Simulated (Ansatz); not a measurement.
## What biaxial strain +1.20 %, plane normal [001], relaxed out of plane does to SiC

Take SiC in the wurtzite structure (space group P6_3mc, No. 186; a = 3.0564 Å, c = 5.0158 Å) as the base. Axes: x lies along a and z along c of the hexagonal cell.

Modification: tensile biaxial strain of 1.20 % in the plane normal to [001], as in epitaxy on a mismatched substrate; the out-of-plane cell vector and the atoms relax.

All numbers come from LDA/PAW in Ansatz (an electronic-structure program), no spin-orbit coupling. Settings: 12×12×7 k-points, 0.05 eV Fermi–Dirac smearing.

| quantity | base | changed | shift |
|---|---|---|---|
| volume per atom | 10.14 Å³ | 10.36 Å³ | +0.22 Å³ |
| space group | P6_3mc (No. 186) | P6_3mc (No. 186) | – |
| shortest interatomic distance | 1.871 Å | 1.888 Å | +0.017 Å |
| pressure (mean of the normal stresses, compression positive) | 0.00 GPa | -4.75 GPa | -4.75 GPa |
| band gap (an upper bound: an edge found on the path is not a true extremum; the changed cell) | 2.13 eV | 2.25 eV | +0.12 eV |
| out-of-plane strain | – | -0.24 % | – |
| ratio −ε⊥/ε∥ | – | 0.20 | – |
| mean in-plane stress (compression positive) | – | -7.1 GPa | – |

Final structure (turned so that z lies along the plane normal):

```
CELL_PARAMETERS angstrom
      3.09307     0.00000     0.00000
      1.54654     2.67868     0.00000
      0.00000     0.00000     5.00357
ATOMIC_POSITIONS crystal
  Si 0.33333 0.33333 0.99881
  Si 0.66667 0.66667 0.49881
  C  0.33333 0.33333 0.37619
  C  0.66667 0.66667 0.87619
```

Whether these cells are dynamically stable was not tested.
